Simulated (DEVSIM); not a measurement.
abrupt InP p-n junction

Device: abrupt InP p-n junction, at 400 K.

| layer (left to right) | material | thickness (μm) | Nd (cm⁻³) | Na (cm⁻³) | τn (s) | τp (s) |
|---|---|---|---|---|---|---|
| 1 | InP | 0.460 | - | 3e17 | 1.7e-8 | 1.7e-8 |
| 2 | InP | 81.0 | 4.8e14 | - | 1.7e-8 | 1.7e-8 |

Left contact: ohmic. Right contact: ohmic. Voltage is applied to the left contact. Recombination: SRH at mid-gap. Mobility is μmin + (μ − μmin)/(1 + (N/Nref)^α).

Constants are typed, rounded textbook-type inputs, not results; the design itself was drawn at random and stands for no fabricated device. Values at 300 K; Nc and Nv go as T^1.5, mobilities as T to minus their exponent, the gap by Varshni's rule with the affinity fixed.

```tsv
parameter	InP
gap (eV)	1.344
affinity (eV)	4.38
permittivity	12.5
Nc (cm⁻³)	5.7e17
Nv (cm⁻³)	1.1e19
μn (cm²/Vs)	5200
μp (cm²/Vs)	170
μn,min	400
μp,min	10
Nref,n	3e17
Nref,p	4.9e17
αn	0.47
αp	0.62
T exponent of μn	2
T exponent of μp	2
Varshni α (eV/K)	0.000363
Varshni β (K)	162
```

Model (solved in DEVSIM): 1D drift-diffusion, Boltzmann statistics, complete ionisation; no tunnelling, impact ionisation, image-force lowering or self-heating.

```json
{
  "potential_step_across_the_device_at_zero_bias": "0.913 V",
  "largest_field_in_the_device_at_zero_bias": "34000 V/cm",
  "Dark forward voltage at 1 A/cm²": "0.736 V"
}
```

Small-signal capacitance in reverse bias (quasi-static):

```
V (V)  C (nF/cm²)
-----  ----------
-0.4         6.07
-1           4.90
-2           3.91
-3           3.35
-4           2.98
-6           2.50
-8           2.20
-10          1.98
-13          1.75
-16          1.59
-20          1.43
```

Dark reverse current:

```csv
V (V),J (A/cm²)
-0.40,-5.5e-6
-1.00,-1.1e-5
-2.00,-1.7e-5
-3.00,-2.2e-5
-4.00,-2.6e-5
-6.00,-3.3e-5
-8.00,-4.0e-5
-10.00,-4.5e-5
-13.00,-5.3e-5
-16.00,-5.9e-5
-20.00,-6.7e-5
```
